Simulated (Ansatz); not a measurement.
Start from TiPt₃ in the Cu3Au type structure (space group Pm-3m, No. 221; relaxed with 0.1 eV smearing).

```xyz
4
Lattice="3.8996 0.0000 0.0000 0.0000 3.8996 0.0000 0.0000 0.0000 3.8996" Properties=species:S:1:pos:R:3 pbc="T T T"
Ti     0.0000     0.0000     0.0000
Pt     0.0000     1.9498     1.9498
Pt     1.9498     0.0000     1.9498
Pt     1.9498     1.9498     0.0000
```

Cartesian axes are those of the cell as printed.

The values are results of PBEsol in Ansatz (plane waves to 420 eV, PAW, without spin-orbit coupling), not measurements.

One thing is altered: biaxial strain +0.50 %, plane normal [111], relaxed out of plane (Cartesian); in-plane vectors clamped, the third vector and the atoms free.

Problem. Estimate the effect on the energy relative to the base, out-of-plane strain and in-plane stress.

Solution. The energy rises by 1.2 meV/atom; the out-of-plane strain is -0.35 %; the mean in-plane stress (compression positive) is -2.5 GPa.

Stability against distortions was not tested. All final runs are without spin polarisation.

Ansatz is a quantum-chemistry and plane-wave program.
